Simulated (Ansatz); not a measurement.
End structure of a constructed model of the (111) surface of fcc Al, a pseudomorphic layer of Zn in the host's stacking (bottom of the slab: a bare face, its two planes held):

```
CELL_PARAMETERS angstrom
      2.85810     0.00000     0.00000
     -1.42905     2.47518     0.00000
      0.00000     0.00000    30.00000
ATOMIC_POSITIONS crystal
  Al 0.33333 0.66667 0.27313
  Al 0.66667 0.33333 0.35092
  Al 0.00000 0.00000 0.42849
  Al 0.33333 0.66667 0.50672
  Al 0.66667 0.33333 0.58460
  Al 0.00000 0.00000 0.66229
  Zn 0.33333 0.66667 0.73834
```

Slab: 7 atoms, 13.6 Å thick at the start with caps and adatoms (thin: gaps and levels are the slab's own); k 15x15x1, smearing 0.1 eV, dipole-corrected; 2 atoms held, the rest relaxed; symmetry of the start imposed; no spin, no spin-orbit, no U. In PBE it is, or lies within 0.01 eV a 1x1 cell of, the lowest of the 2 structures of its composition computed so far; subsurface sites and larger cells were not tried.

Q: Give the work function of the top face at the level Ansatz (an electronic-structure program) with PBE.

A: 4.15 eV
